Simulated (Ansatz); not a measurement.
Ca2Pb (Fm-3m, No. 225, 3 atoms in the cell; start mp-1009756), treated with HSE06+SOC in Ansatz (PAW).

Numerical settings: plane-wave cutoff 460 eV, 6×6×6 k mesh, Fermi–Dirac smearing 0.01 eV, PAW data made under PBE.

Cell (relaxed with PBEsol):

Ca2Pb is modelled in the cubic space group Fm-3m (No. 225), Pearson symbol cF12. Conventional cell: a = b = c = 7.528 Å, α = β = γ = 90.00°. Ca on 8c is coordinated by 4 Pb at 3.260 Å and 6 Ca at 3.764 Å. Pb on 4a sees 8 Ca at 3.260 Å (cubic). (Neighbours: up to the widest gap in distance over summed covalent radii, below 1.35, at either atom.)
(The calculation used a cell of 3 atoms; values per cell refer to that cell.)

Give the computed band gap, smallest direct gap on the k points sampled and direct gap at Γ.


* **band gap**: 0.66 eV (on the SCF k mesh) (indirect)
* **smallest direct gap on the k points sampled**: 0.85 eV
* **direct gap at Γ**: 1.39 eV

Note: cell and atoms aren't relaxed at this level (pressure 0.9 GPa).

Cost on a shared machine: roughly 13 core-minutes.

A start named mp-… is a Materials Project structure, which need not be a measured phase.

Ansatz is a first-principles code.
